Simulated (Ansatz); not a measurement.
## What pressure 30 GPa does to Ag

Base system: Ag in the fcc (Cu type) structure (space group Fm-3m, No. 225; a = 4.054 Å).

It is then changed as follows: a hydrostatic pressure of 30 GPa.

All numbers come from PBEsol/PAW in Ansatz (a first-principles code), scalar-relativistic without spin-orbit coupling. Γ-centred 20×20×20 mesh, Fermi–Dirac width 0.05 eV.

```tsv
quantity	base	changed	shift
density	10.75 g/cm³	12.62 g/cm³	+1.87 g/cm³
lattice parameter a	4.054 Å	3.843 Å	-0.211 Å
shortest interatomic distance	2.867 Å	2.718 Å	-0.149 Å
enthalpy H = E + PV relative to the base's energy	–	+2.85 eV/atom	–
band gap	zero	zero	–
```

Final structure:

```xyz
1
Lattice="0.0000 1.9216 1.9216 1.9216 0.0000 1.9216 1.9216 1.9216 0.0000" Properties=species:S:1:pos:R:3 pbc="T T T"
Ag     0.0000     0.0000     0.0000
```

Cost of the whole job for the changed cell (relaxation, final SCF and bands): around 22 core-seconds (rough).

Load acts through the strain it causes; cell and atoms are relaxed under it. Stability against distortions was not tested. Competing high-pressure phases were not computed.
